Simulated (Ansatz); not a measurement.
Start from GaN (space group Pm-3n, No. 223; a = 5.5714 Å; a hypothetical phase, not in the database extracts checked).

(Cell as relaxed with PBE.)

Levels (all Ansatz, a first-principles code, PAW): PBE (420 eV, no spin-orbit coupling); PBEsol (420 eV, spin-orbit coupling left out).

Each level relaxes its own structure.

| base | PBE | PBEsol |
|---|---|---|
| volume per atom | 14.41 Å³ | 13.96 Å³ |
| lattice parameter a | 5.571 Å | 5.513 Å |
| band gap | 1.50 eV | 1.56 eV |

Now apply this change: a negative pressure, −1 GPa.

```json
[
 {"quantity": "band gap", "PBE": "1.47 eV", "PBEsol": "…"},
 {"quantity": "electron mass", "PBE": "0.19 mₑ (at Γ)", "PBEsol": "…"},
 {"quantity": "volume per atom", "PBE": "14.52 Å³", "PBEsol": "…"},
 {"quantity": "gap character", "PBE": "direct at Γ", "PBEsol": "…"}
]
```

Q: What does PBEsol give?

A: 
- band gap, PBEsol: 1.54 eV
- electron mass, PBEsol: 0.20 mₑ (at Γ)
- volume per atom, PBEsol: 14.06 Å³
- gap character, PBEsol: direct at Γ

PBE's band gap lies 0.07 eV below PBEsol's; PBE's volume per atom lies 0.46 Å³ above PBEsol's (3.3 %); the two agree on the gap character. Neither level is exact; PBEsol is the comparison here, not a measurement.

Load acts through the strain it causes; cell and atoms are relaxed under it. Effective masses come from finite differences of ±0.01 Å⁻¹. Whether these cells are dynamically stable was not tested.
